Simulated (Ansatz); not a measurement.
Pressure series in Se

Base system: Se (space group P3_121, No. 152; made of chains).

```
Se
1.0
    4.52940     0.00000     0.00000
   -2.26470     3.92257     0.00000
    0.00000     0.00000     5.04244
Se
3
Cartesian
  0.98925   0.00000   4.20203
 -0.49463   0.85672   0.84041
  1.77007   3.06586   2.52122
```

Cell and atoms are relaxed at each pressure.

Levels (all Ansatz, a quantum-chemistry and plane-wave program, PAW, earlier PAW set): PBE (420 eV, scalar-relativistic without spin-orbit coupling); r2SCAN (500 eV, spin-orbit coupling left out).

The base cell above is that of PBE; each level relaxes its own structures.

```csv
case,"lattice parameter a, PBE","lattice parameter a, r2SCAN"
pressure 0.9 GPa,4.262 Å,(withheld)
pressure 2.1 GPa,4.108 Å,(withheld)
pressure 4.5 GPa,3.940 Å,3.999 Å
pressure 9 GPa,3.773 Å,3.810 Å
pressure 15 GPa,3.640 Å,3.665 Å
pressure 22.5 GPa,3.525 Å,3.547 Å
pressure 30 GPa,3.427 Å,(withheld)
```

Problem. What belongs in the blanks?

Solution. 
- pressure 0.9 GPa, lattice parameter a, r2SCAN: 4.326 Å
- pressure 2.1 GPa, lattice parameter a, r2SCAN: 4.180 Å
- pressure 30 GPa, lattice parameter a, r2SCAN: 3.459 Å

PBE lies below r2SCAN in every row, by 0.022 Å to 0.072 Å. They put the cases in the same order.

A case with no gap was solved on a k-mesh chosen for an insulator, which is coarse for it. From pressure 9 GPa on, the axis ratios lie over 15 % from the base's, so the cell there is far from its starting form. Load acts through the strain it causes; cell and atoms are relaxed under it. No phonon test of stability was made. Competing high-pressure phases were not computed. No dispersion term is included, though the crystal is made of layers, chains or molecules, so its spacings can come out too wide.
